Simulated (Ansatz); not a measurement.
Consider ZnSe in the zinc blende structure (space group F-43m, No. 216; a = 5.665 Å).

One thing is altered: cell and atoms relaxed at a pressure of 0.3 GPa.

Levels (all Ansatz, a program for electronic structure, PAW): r2SCAN (500 eV, no spin-orbit coupling); HSE06+SOC (420 eV, noncollinear with spin-orbit coupling).

The geometry is relaxed with r2SCAN.

- r2SCAN valence-band top at Γ: 0.00, 0.00, 0.00 eV
- r2SCAN lowest conduction level above the VBM at special points: Γ 1.89 eV; L 3.06 eV; X 3.33 eV

With HSE06+SOC at the same geometry, the valence-band top at Γ (three highest Kramers pairs, from the VBM) changes from 0.00, 0.00, 0.00 eV to 0.00, 0.00, -0.43 eV; the lowest conduction level above the VBM at special points goes from Γ 1.89 eV; L 3.06 eV; X 3.33 eV to Γ 2.30 eV; L 3.52 eV; X 3.69 eV. The threefold valence maximum splits by Δso ≈ 0.43 eV.

Single points use the geometry relaxed with r2SCAN. Their cutoffs differ, which shifts pressures a little. The spin-orbit shifts are approximate. The levels and masses belong to the bands next to the band gap. Load acts through the strain it causes; cell and atoms are relaxed under it. No phonon test of stability was made.
